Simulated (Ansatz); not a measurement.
The reference is MoS2 (space group P6_3/mmc, No. 194; layered, stacked along the Cartesian z axis).

```
MoS2
1.0
    3.10900     0.00000     0.00000
   -1.55450     2.69247     0.00000
    0.00000     0.00000    11.70898
Mo S
2 4
Direct
  0.66667   0.33333   0.25000
  0.33333   0.66667   0.75000
  0.66667   0.33333   0.88351
  0.33333   0.66667   0.38351
  0.33333   0.66667   0.11649
  0.66667   0.33333   0.61649
```

Computed with PBEsol-D3(BJ) in Ansatz (plane waves to 420 eV, PAW, no spin-orbit coupling).

One change was made to it. Results:

```csv
quantity,base,after
width of the top valence band,1.88 eV,2.12 eV
volume per atom,16.34 Å³,15.10 Å³
"valence-band top at Γ (three highest levels, from the VBM)","0.00, -0.96, -1.60 eV","0.00, -0.71, -2.04 eV"
hole mass,"1.1 mₑ along c, 0.50 mₑ across (at Γ)","1.6 mₑ along c, 0.35 mₑ across (at Γ)"
```

Task: Which change produced these results?
(A) pressure 3 GPa
(B) pressure 7.5 GPa
(C) pressure 0.3 GPa
(D) pressure 0.7 GPa
(E) pressure −2 GPa

Result: B, pressure 7.5 GPa. For comparison, the valence-band top at Γ in the other runs: pressure 3 GPa gives 0.00, -0.83, -1.80 eV; pressure 0.3 GPa gives 0.00, -0.95, -1.62 eV; pressure 0.7 GPa gives 0.00, -0.93, -1.65 eV; pressure −2 GPa gives 0.00, -1.09, -1.42 eV.

The levels and masses belong to the bands next to the band gap. Load acts through the strain it causes; cell and atoms are relaxed under it. Effective masses come from finite differences of ±0.01 Å⁻¹. No phonon test of stability was made. No other phases were tried under pressure.

Ansatz is a program for electronic structure.
